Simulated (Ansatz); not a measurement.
Consider the following.

```xyz
6
Lattice="3.1117 0.0000 0.0000 -1.5559 2.6948 0.0000 0.0000 0.0000 11.5858" Properties=species:S:1:pos:R:3 pbc="T T T"
Mo     0.0000     1.7966     2.8964
Mo     1.5559     0.8983     8.6893
S      0.0000     1.7966     7.1206
S      1.5559     0.8983     1.3277
S      1.5559     0.8983     4.4652
S      0.0000     1.7966    10.2581
```

No spin polarisation.

Level of theory: DFT with PBE-D3(BJ), PAW potentials and a 420 eV plane-wave cutoff in Ansatz (a program for electronic structure), no spin-orbit coupling, earlier PAW set. Γ-centred 12×12×3 mesh, Fermi–Dirac width 0.05 eV.

Problem. Estimate the hole mass.

Solution. 1.3 mₑ along c, 0.45 mₑ across (at Γ).

Problem. What band gap does the calculation give?

Solution. 0.49 eV.

Problem. What is the computed gap character?

Solution. Indirect, Γ → K–Γ (44 % along).

Problem. Estimate the valence-band top at Γ (three highest levels, from the VBM).

Solution. 0.00, -0.88, -1.61 eV.

Load acts through the strain it causes; cell and atoms are relaxed under it. Effective masses come from finite differences of ±0.01 Å⁻¹. No phonon test of stability was made. The cell was made from MoS$_{2}$ in the 2H-MoS2 type structure (space group P6_3/mmc, No. 194; layered, stacked along the Cartesian z axis) by this change: pressure 4.5 GPa.
